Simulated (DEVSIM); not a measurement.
# Schottky contact on n-type CdTe

System: Schottky contact on n-type CdTe, at 300 K.

| layer (left to right) | material | thickness (μm) | Nd (cm⁻³) | τn (s) | τp (s) |
|---|---|---|---|---|---|
| 1 | CdTe | 0.320 | 1.4e17 | 4e-8 | 4e-8 |

Left contact: Schottky, work function 5.24 eV, emission velocity 7.3e6 cm/s. Right contact: ohmic. Voltage is applied to the left contact. Recombination: SRH at mid-gap, radiative, Auger. Mobility is constant in doping.

This is a model device: material constants are rounded textbook-type values typed into the input, and sizes, dopings and lifetimes were drawn at random. Values at 300 K.

| parameter | CdTe |
|---|---|
| gap (eV) | 1.5 |
| affinity (eV) | 4.28 |
| permittivity | 10.2 |
| Nc (cm⁻³) | 8e17 |
| Nv (cm⁻³) | 1.8e19 |
| μn (cm²/Vs) | 1000 |
| μp (cm²/Vs) | 80 |
| B (cm³/s) | 1e-10 |
| Cn (cm⁶/s) | 1e-30 |
| Cp (cm⁶/s) | 1e-30 |

Model (solved in DEVSIM): 1D drift-diffusion, Boltzmann statistics, complete ionisation; no tunnelling, impact ionisation, image-force lowering or self-heating. Metal contacts follow the ideal Schottky-Mott rule: no Fermi-level pinning, no interface dipoles.

```yaml
potential_step_across_the_device_at_zero_bias: 0.915 V
largest_field_in_the_device_at_zero_bias: 210000 V/cm
Dark forward voltage at 1 A/cm²: 0.606 V
Dark forward voltage at 100 A/cm²: 0.726 V
```

Dark reverse current:

```csv
V (V),J (A/cm²)
-0.10,-6.8e-11
-0.25,-7.1e-11
-0.50,-7.3e-11
-0.75,-7.5e-11
-1.00,-7.7e-11
-1.50,-8.0e-11
-2.00,-8.3e-11
-2.50,-8.6e-11
```

Dark forward current:

(V (V), J (A/cm²)): (0.05, 4.0e-10); (0.10, 3.2e-9); (0.15, 2.2e-8); (0.25, 1.1e-6); (0.30, 7.3e-6); (0.35, 5.1e-5); (0.40, 0.00035); (0.50, 0.017); (0.55, 0.11); (0.60, 0.79); (0.65, 5.4); (0.75, 250); (0.80, 1600); (0.85, 7600)
